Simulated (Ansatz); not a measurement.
Abridged Ansatz (an electronic-structure program) output:

```
Relaxation: its limit of steps is 50 (relax.max_steps)
Pseudopotential: Cs, paw, valence charge 9
Pseudopotential: Pb, paw, valence charge 14
Pseudopotential: Br, paw, valence charge 7
Crystal: 5 atoms, lattice volume = 185.207 Å³
Basis set: ecut = 420 eV, 3655 PW (Γ), exchange–correlation on 80×80×80 points (8 copies of the dense FFT grid, shifted against one another)
Bands: 27, of which v1, the nominal top of the filled ones, is band 22 counted from 1 (21 counted from 0)
Symmetry: 16 space group operations
k-points: 40 of 216
Functional: x = slater, c = lda
SCF iter   1: F=—  HF=-25194.905820 eV  |F-HF|=—  |Δ(HF+E_count)|=         —  Δρ=3.93e-3  dr2=1.96e-2  ethr=1.77e-3  ⟨swp⟩=8.0  Hψ=6022  notcnv=0
SCF iter   2: F=—  HF=-25194.902019 eV  |F-HF|=—  |Δ(HF+E_count)|=   3.80e-3  Δρ=2.01e-3  dr2=5.45e-3  ethr=4.46e-5  ⟨swp⟩=2.5  Hψ=2239  notcnv=0  defer=3
SCF 1 converged in 6 iterations: F = -25194.900811 eV  dr2 = 4.17e-8
relax step   1: F+E_penalty+E_count = -25194.90081096 eV  Δ(F+E_penalty+E_count) = +0.000e0 eV  max|allowed force component| = 3.652e-28 eV/Å  Δτ_max = 0.0000 Å  P = +1.107 GPa  Ω = 185.207 Å³  fix = [a, b, gamma]  reactions: a +1.845, b +1.845 GPa  (6 SCF iters, dr2 threshold 1.00e-7 eV, accepted)
[... steps on the carried basis left out ...]
relax step   3: F+E_penalty+E_count = -25194.90226510 eV  Δ(F+E_penalty+E_count) = -2.740e-4 eV  max|allowed force component| = 5.463e-30 eV/Å  Δτ_max = 0.0000 Å  P = +1.271 GPa  Ω = 184.055 Å³  energy of the carried Pulay correction = +1.289e-4 eV  fix = [a, b, gamma]  reactions: a +1.904, b +1.904 GPa  (4 SCF iters, dr2 threshold 5.86e-8 eV, accepted)
Crystal: 5 atoms, lattice volume = 184.055 Å³
SCF iter   1: F=—  HF=-25194.902135 eV  |F-HF|=—  |Δ(HF+E_count)|=         —  Δρ=8.04e-6  dr2=2.96e-8  ethr=7.96e-8  ⟨swp⟩=4.0  Hψ=9744  notcnv=0
SCF iter   2: F=—  HF=-25194.902135 eV  |F-HF|=—  |Δ(HF+E_count)|=   2.82e-7  Δρ=4.05e-6  dr2=8.61e-9  ethr=6.73e-11  ⟨swp⟩=3.1  Hψ=2477  notcnv=0
SCF 4 converged in 6 iterations: F = -25194.902135 eV  dr2 = 4.42e-13
SCF converged after 6 iterations
Free energy (F): -25194.902135 eV
Internal energy: -25194.902131 eV  (E = F + TS)
E sigma→0 (E₀):  -25194.902133 eV
Entropy (-TS):   -0.000004 eV (-0.001 meV/atom)
Fermi energy:    5.313148 eV
--- Forces (eV/Å), atoms counted from 1 ---
  atom   1  Cs     0.00000000    -0.00000000     0.00000000
  atom   2  Pb     0.00000000     0.00000000     0.00000000
  atom   3  Br    -0.00000000     0.00000000     0.00000000
  atom   4  Br     0.00000000     0.00000000     0.00000000
  atom   5  Br     0.00000000     0.00000000     0.00000000
--- Stress (GPa, compression-positive) ---
        1.903701       0.000000       0.000000
        0.000000       1.903701       0.000000
        0.000000       0.000000       0.005893
  P = ⅓ Tr σ = 1.2711 GPa (12.711 kbar)
--- Relaxed structure (3 steps of the walk, 3 accepted, 1 SCFs on fresh bases) ---
  cell:  # Å, volume = 184.0546 Å³
    - [5.6317349606, -1.4970316623631073e-111, 5.708449657748179e-33]
    - [-1.4970316623631073e-111, 5.6317349606, -2.3309502769138395e-33]
    - [5.9190072271171046e-33, -2.4169279510728177e-33, 5.803130722907191]
  atoms:
    - { symbol: Cs, position: [-4.089710590672435e-35, 1.0419644818388958e-36, 2.276672656500729e-46] }
    - { symbol: Pb, position: [0.5, 0.5, 0.49999999999999994] }
    - { symbol: Br, position: [0.5, -1.0286059629422562e-36, 0.49999999999999994] }
    - { symbol: Br, position: [-4.383598008575951e-35, 0.5, 0.49999999999999994] }
    - { symbol: Br, position: [0.5, 0.5, 2.830137096222424e-46] }
```

Task: What was computed, and what are the main results?

Result: CsPbBr3, 5 atoms in the cell, with plane-wave PAW DFT at the LDA level (Ansatz, 420 eV), no SOC. The last SCF converged to F = -25194.902135 eV, or -5038.9804 eV per atom, at a pressure of 1.27 GPa. The total energy compares only with runs of the same code, potentials and settings.

Spin-orbit coupling, missing from the scalar runs, can matter with Pb. The cells carry an imposed strain or load. No phonon test of stability was made. The cell was made from CsPbBr$_{3}$ in the cubic perovskite structure (space group Pm-3m, No. 221) by this change: biaxial strain −2.40 %, plane normal [001], relaxed out of plane. Many cubic perovskites are stable only at high temperature; tilts and polar distortions were not tested. This is not the structure that CsPbBr3 has at room temperature and ambient pressure.

Keys are those of Ansatz 0.2.
